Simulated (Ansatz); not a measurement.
Consider this model of amorphous Ti20O45Nb2.

```xyz
67
Lattice="9.4007 0.0000 0.0000 0.0000 9.4007 0.0000 0.0000 0.0000 9.4007" Properties=species:S:1:pos:R:3 pbc="T T T"
Ti     8.1524     5.2260     0.2777
Ti     5.6617     5.6124     7.6907
Ti     9.1201     2.7525     8.3378
Ti     0.6848     8.0382     8.8353
Ti     7.3067     8.1419     0.0020
Ti     4.0656     0.0668     9.1283
Ti     9.1004     0.0170     2.4015
Ti     3.2336     8.5637     2.4584
Ti     2.7308     6.6055     6.9980
Ti     0.3103     4.7469     6.0819
Ti     0.7256     3.7809     2.3472
Ti     0.9045     8.1296     4.9421
Ti     8.6863     2.2874     4.5839
Ti     5.7498     0.5107     4.6845
Ti     4.2868     3.0875     5.2380
Ti     2.9417     5.9607     0.7301
Ti     1.9195     1.0288     6.7105
Ti     4.2543     6.5422     4.3352
Ti     7.4324     7.1539     5.1543
Ti     6.5719     4.5980     3.2463
O      9.2945     6.5093     5.6195
O      3.7237     4.3211     0.7844
O      4.4453     4.6316     4.1265
O      8.9201     6.8833     0.4680
O      0.6196     9.2608     0.8327
O      3.8982     0.7320     1.6201
O      5.6863     8.8761     8.8183
O      2.7248     2.4144     5.8031
O      9.3563     1.8246     2.8488
O      2.9818     8.1389     0.5379
O      9.0968     2.8688     6.3402
O      2.0315     4.9688     6.4620
O      4.9944     3.9693     6.8674
O      1.4410     5.2803     1.6685
O      9.1213     4.6789     7.9818
O      0.3662     3.9723     4.2130
O      8.0068     4.9794     2.1628
O      4.0388     6.2744     8.4326
O      4.6181     1.9462     3.8088
O      7.4899     9.0278     1.5899
O      5.8389     3.3998     2.0509
O      7.2395     3.6079     4.5403
O      3.6493     6.6837     2.4076
O      4.5222     6.5141     6.1633
O      2.3770     2.9429     2.4830
O      6.6196     4.1077     8.6857
O      4.5430     8.5766     3.8527
O      7.5498     1.7187     8.2566
O      8.7239     8.1105     3.8933
O      1.6820     6.4115     8.6432
O      9.1375     3.3686     0.6719
O      0.6357     0.5907     5.3602
O      3.4635     0.2878     7.4406
O      1.2133     1.7019     8.2313
O      1.5305     8.2503     6.9515
O      7.0175     6.0361     6.5912
O      2.4938     7.0417     4.9165
O      5.4880     1.6918     6.1582
O      6.5177     8.5638     5.7065
O      7.3477     1.0433     4.1082
O      6.5919     6.3685     9.3312
O      4.6044     2.0569     9.2026
O      6.2733     6.4173     3.8987
O      8.4910     8.5336     8.0621
O      1.6056     8.8014     3.2090
Nb     4.1182     2.7141     1.8009
Nb     5.8979     2.5189     7.9244
```

Level of theory: PBE, scalar-relativistic without spin-orbit coupling (plane waves to 420 eV, PAW; Ansatz, an electronic-structure program).

A CHGNet melt-quench gave the starting glass, which DFT then relaxed. O atoms were pushed apart under 1.9 Å during the dynamics, to hinder bonds among them. The hot cell started wider than the set density and was brought back towards it in steps. It is the lowest in DFT energy of 2 quenches. It is a model cell: composition and starting density were chosen by hand, and all elements were melted together. No dispersion term was used. Its density started from a set value of 3.72 and ended at 3.72 g/cm³. The quench (nominally 360 K/ps over its main leg) was far faster than any real one, so the model tends to hold more defects than a real film. A cell of this size samples the disorder only roughly. The volume was held where the preparation left it, at a PBE pressure of 2.5 GPa. Stress components on the final sampling reach 3.9 GPa. Cycles of charging lowered its energy after that relaxation.

Neighbours within Ti-Ti 3.12 Å, Ti-O 2.52 Å, Ti-Nb 3.12 Å, O-O 1.58 Å, O-Nb 2.53 Å, Nb-Nb 3.12 Å count as bonded. Two cations that share two anions don't count as bonded, nor two that share one unless they lie closer than Ti-Ti 3.04 Å, Ti-Nb 3.04 Å, Nb-Nb 3.04 Å.

Task: Give the coordination numbers, mean bond lengths and angles.

Result: 
| Item | Value |
|---|---|
| Mean coordination of Ti by anions | 5.40 (12 with 5, 8 with 6) |
| Mean coordination of O | 2.64 (17 with 2, 27 with 3, 1 with 4) |
| Mean coordination of Nb by anions | 5.50 (1 with 5, 1 with 6) |
| Mean Ti-O bond | 1.952 Å (spread 0.125 Å, 108 counted) |
| Mean O-Nb bond | 1.974 Å (spread 0.112 Å, 11 counted) |
| Bond angle at Ti | mean 104.7°, spread 26.2° |
| Bond angle at O | mean 119.6°, spread 20.0° |
| Bond angle at Nb | mean 103.8°, spread 24.5° |

Task: List the pairs of like atoms that count as bonded by the rules above.

Result: There are none by these rules.
